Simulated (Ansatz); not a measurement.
Ansatz (a quantum-chemistry and plane-wave program) run on the (001) slab of Mg(AlGe)2 (cut from a parent of space group no. 164; 5 atoms in the cell): self-consistent single point.

Level of theory: PBEsol, default PAW files made with PBE (plane waves; Ansatz).

```
CELL_PARAMETERS angstrom
      4.10584     0.00000     0.00000
     -2.05292     3.55576     0.00000
      0.00000     0.00000    18.98041
ATOMIC_POSITIONS crystal
  Mg 0.00000 0.00000 0.50000
  Al 0.66667 0.33333 0.63120
  Al 0.33333 0.66667 0.36880
  Ge 0.66667 0.33333 0.41325
  Ge 0.33333 0.66667 0.58675
```

Reference input (self-consistent single point, DFT, PBEsol, plane waves, default PAW files made with PBE): basis.ecutwfc = 420 eV; kpoints.mp_grid.grid = 9 9 1; hamiltonian.xc = pbesol; hamiltonian.pseudopotentials = {kind: paw} (the program's default PAW files); scf.occupations.method = fermi_dirac; scf.occupations.width = 0.1 eV. This run's input differs from it in these lines:

Ansatz 0.2 input:
```diff
@@ -12,3 +12,3 @@
 basis:
-  ecutwfc: 420.0
+  ecutwfc: 210.0
 kpoints:
```

Output (repeated stretches shortened):

```
SCF iter   1: F=—  HF=-11455.647825 eV  |F-HF|=—  |Δ(HF+E_count)|=         —  Δρ=1.61e-2  dr2=3.31e-1  ethr=1.77e-3  ⟨swp⟩=7.1  Hψ=1535  notcnv=0
all-band conjugate gradients solve this SCF's bands
preconditioner: auto → LDOS
SCF iter   2: F=—  HF=-11454.643824 eV  |F-HF|=—  |Δ(HF+E_count)|=    1.00e0  Δρ=2.42e-2  dr2=1.24e0  ethr=7.53e-4  ⟨swp⟩=3.0  Hψ=1020  notcnv=0
   [... lines left out ...]
SCF iter   5: F=—  HF=-11453.436001 eV  |F-HF|=—  |Δ(HF+E_count)|=   3.13e-4  Δρ=1.17e-4  dr2=3.19e-4  ethr=3.07e-6  ⟨swp⟩=2.7  Hψ=584  notcnv=0
SCF iter   6: F=—  HF=-11453.435957 eV  |F-HF|=—  |Δ(HF+E_count)|=   4.44e-5  Δρ=2.08e-5  dr2=2.23e-6  ethr=7.25e-7  ⟨swp⟩=2.1  Hψ=386  notcnv=0
SCF iter   7: F=—  HF=-11453.436385 eV  |F-HF|=—  |Δ(HF+E_count)|=   4.28e-4  Δρ=6.95e-6  dr2=1.47e-7  ethr=5.08e-9  ⟨swp⟩=2.5  Hψ=603  notcnv=0
SCF iter   8: F=-11453.436385 eV  HF=-11453.436385 eV  |F-HF|=1.59e-8  |Δ(HF+E_count)|=   3.69e-7  Δρ=1.32e-6  dr2=6.51e-9  ethr=2.27e-10  ⟨swp⟩=7.2  Hψ=1324  notcnv=0
SCF 1 converged in 8 iterations: F = -11453.436385 eV  dr2 = 6.51e-9
Free energy (F): -11453.436385 eV
Internal energy: -11453.395203 eV  (E = F + TS)
E sigma→0 (E₀):  -11453.415794 eV
Entropy (-TS):   -0.041182 eV (-8.236 meV/atom)
Fermi energy:    0.131856 eV
--- Forces (eV/Å), atoms counted from 1 ---
  atom   1  Mg     0.00000000     0.00000000     0.00000000
  atom   2  Al    -0.00000000     0.00000000    -0.58907986
  atom   3  Al     0.00000000     0.00000000     0.58907986
  atom   4  Ge    -0.00000000     0.00000000    -0.49603480
  atom   5  Ge     0.00000000    -0.00000000     0.49603480
--- Stress (GPa, compression-positive) ---
       -1.058302      -0.000000      -0.000000
       -0.000000      -1.058302       0.000000
       -0.000000      -0.000000      -0.847320
  P = ⅓ Tr σ = -0.9880 GPa (-9.880 kbar)
  The stress holds the Pulay correction. Without it, at fixed plane waves, as pw.x and ABINIT print it: P = -40.4938 GPa
```

The run converged in 8 iterations. Against the reference run the free energy rises by 2.67 eV/atom and the largest force goes from 0.672 to 0.589 eV/Å.

The starting cell comes from a database of computed structures (which also holds hypothetical and non-ambient phases and stackings), without a prior relaxation at this level. The slab is cut from that crystal, and its faces are unrelaxed. Its lattice was rescaled by up to half a per cent. Spin polarisation is off, though cut faces can carry moments; the slab shows no gap. The cutoff lies below the one recommended for these files.
